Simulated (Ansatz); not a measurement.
**Effect of pressure 3 GPa on Pt**

The reference is Pt in the fcc (Cu type) structure (space group Fm-3m, No. 225; a = 3.918 Å).

It is then changed as follows: cell and atoms relaxed at a pressure of 3 GPa.

Level of theory: PBEsol/PAW in Ansatz (a quantum-chemistry and plane-wave program), scalar-relativistic without spin-orbit coupling. k-mesh 20×20×20 (Γ-centred); smearing 0.05 eV (Fermi–Dirac).

The volume per atom shrinks by 0.15 Å³ to 14.89 Å³ and the shortest interatomic distance falls by 0.0094 Å (2.771 Å → 2.761 Å). The enthalpy H = E + PV relative to the base's energy comes out as +0.28 eV/atom and the band gap is still zero.

Load acts through the strain it causes; cell and atoms are relaxed under it. Stability against distortions was not tested. The final runs are not spin-polarised.
